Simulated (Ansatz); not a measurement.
We consider ZnS (P3m1, No. 156, 40 atoms in the cell; start mp-556280; a measured phase of this formula has another space group), described by LDA (PAW; Ansatz, an electronic-structure program).

Settings: plane-wave cutoff 520 eV, 12×12×1 k mesh (along the axes of the cell as run), Fermi–Dirac smearing 0.01 eV, scalar-relativistic PAW data made under PBE.

Cell (relaxed at this level):

```xyz
40
Lattice="3.7435 0.0000 0.0000 -1.8718 3.2420 0.0000 0.0000 0.0000 61.2096" Properties=species:S:1:pos:R:3 pbc="T T T"
Zn     0.0000     0.0000    39.7882
Zn     0.0000     0.0000     3.0648
Zn     1.8718     1.0807    36.7231
Zn     0.0000     2.1613    48.9732
Zn     1.8718     1.0807    18.3620
Zn     0.0000     2.1613    58.1518
Zn     0.0000     2.1613    30.6019
Zn     0.0000     2.1613    21.4272
Zn     0.0000     2.1613     6.1234
Zn     1.8718     1.0807    55.0889
Zn     0.0000     0.0000    33.6602
Zn     1.8718     1.0807     0.0074
Zn     1.8718     1.0807    27.5433
Zn     0.0000     0.0000    24.4847
Zn     1.8718     1.0807     9.1821
Zn     0.0000     0.0000    52.0306
Zn     0.0000     0.0000    12.2407
Zn     0.0000     2.1613    42.8453
Zn     1.8718     1.0807    45.9081
Zn     0.0000     2.1613    15.2991
S      1.8718     1.0807    20.6601
S      0.0000     0.0000    42.0802
S      0.0000     2.1613    51.2653
S      0.0000     2.1613    17.5921
S      0.0000     0.0000    14.5339
S      1.8718     1.0807     2.2994
S      0.0000     2.1613    23.7193
S      0.0000     0.0000     5.3580
S      0.0000     0.0000    54.3238
S      0.0000     2.1613    60.4498
S      1.8718     1.0807    29.8365
S      0.0000     2.1613    45.1382
S      0.0000     2.1613    32.8951
S      1.8718     1.0807    48.2061
S      1.8718     1.0807    39.0211
S      0.0000     0.0000    35.9531
S      0.0000     2.1613     8.4166
S      1.8718     1.0807    57.3819
S      0.0000     0.0000    26.7779
S      1.8718     1.0807    11.4753
```

Q: What does this level give for the band gap?

A: 
- band gap = 2.14 eV (direct)

A start named mp-… is a Materials Project structure, which need not be a measured phase.
